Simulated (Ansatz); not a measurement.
We consider C11b WSi2, described by PBEsol-D3(BJ) (Ansatz, a program for electronic structure, plane waves, PAW).

Input file:

Ansatz 0.2 input:
```yaml
crystal:
  lattice:
    - [-1.5953177375, 1.5953177375, 3.9022770728]
    - [1.5953177375, -1.5953177375, 3.9022770728]
    - [1.5953177375, 1.5953177375, -3.9022770728]
  atoms:
    - { symbol: Si, position: [0.6659342093, 0.6659342093, 0.0] }
    - { symbol: Si, position: [0.3340657907, 0.3340657907, 0.0] }
    - { symbol: W, position: [0.0, 0.0, 0.0] }
basis:
  ecutwfc: 520
  ecutrho_ratio: 4
  xc_grid: 2
kpoints:
  mp_grid: { grid: [24, 24, 24] }
hamiltonian:
  xc: pbesol
  dispersion: d3bj
  pseudopotentials: { kind: paw }
scf:
  occupations: { method: fermi_dirac, width: 0.05 }
output:
  forces: true
  stress: true
  eigenvalues: true
relax:
  f_tol: 0.004
  escape_saddle: false
  max_steps: 80
  cell: { stress_tol: 0.02, fix: [volume] }
```

Output (set-up and result lines):

```
Relaxation: its limit of steps is 80 (relax.max_steps)
Crystal: 3 atoms, lattice volume = 39.726 Å³
Basis set: ecut = 520 eV, 1079 PW (Γ), exchange–correlation on 72×72×72 points (8 copies of the dense FFT grid, shifted against one another)
Bands: 15, of which v1, the nominal top of the filled ones, is band 11 counted from 1 (10 counted from 0)
Symmetry: 16 space group operations
Space group: I4/mmm (ITA 139), of the structure as read, at distance tolerance 3.4e-5 Å
k-points: 1063 of 13824
Functional: x = pbesol(κ = 0.804, μ = 0.12345679012345678), c = pbesol(β = 0.046)
SCF iter   1: F=—  HF=-11502.557643 eV  |F-HF|=—  |Δ(HF+E_count)|=         —  Δρ=4.44e-3  dr2=6.08e-3
SCF iter   2: F=—  HF=-11502.556768 eV  |F-HF|=—  |Δ(HF+E_count)|=   8.75e-4  Δρ=2.31e-3  dr2=1.08e-3
  ...
SCF 1 converged in 6 iterations: F = -11502.556672 eV  dr2 = 1.09e-9
Crystal: 3 atoms, lattice volume = 39.726 Å³
Initial density: handed on by an earlier stage of this run
SCF 2 converged in 3 iterations: F = -11502.556855 eV  dr2 = 1.97e-7
Crystal: 3 atoms, lattice volume = 39.726 Å³
SCF 3 converged in 3 iterations: F = -11502.556874 eV  dr2 = 3.75e-8
Crystal: 3 atoms, lattice volume = 39.726 Å³
SCF 4 converged in 4 iterations: F = -11502.556876 eV  dr2 = 2.77e-10
Crystal: 3 atoms, lattice volume = 39.726 Å³
SCF iter   3: F=—  HF=-11502.556876 eV  |F-HF|=—  |Δ(HF+E_count)|=   4.02e-9  Δρ=1.46e-7  dr2=6.02e-12
SCF iter   4: F=-11502.556876 eV  HF=-11502.556876 eV  |F-HF|=3.64e-12  |Δ(HF+E_count)|=  1.82e-12  Δρ=6.93e-8  dr2=9.16e-13
SCF 5 converged in 4 iterations: F = -11502.556876 eV  dr2 = 9.16e-13
SCF converged after 4 iterations
Free energy (F): -11502.556876 eV
Internal energy: -11502.554797 eV  (E = F + TS)
E sigma→0 (E₀):  -11502.555836 eV
Fermi energy:    16.983137 eV
--- Forces (eV/Å), atoms counted from 1 ---
  atom   1  Si    -0.00000000     0.00000000    -0.00022427
  atom   2  Si     0.00000000    -0.00000000     0.00022427
  atom   3  W      0.00000000     0.00000000     0.00000000
--- Stress (GPa, compression-positive) ---
       -4.691574       0.000000       0.000000
        0.000000      -4.691574      -0.000000
        0.000000       0.000000      -4.694980
  P = ⅓ Tr σ = -4.6927 GPa (-46.927 kbar)
```

The cell is one volume of an energy–volume scan, off the minimum.

The PAW data were made under PBE.
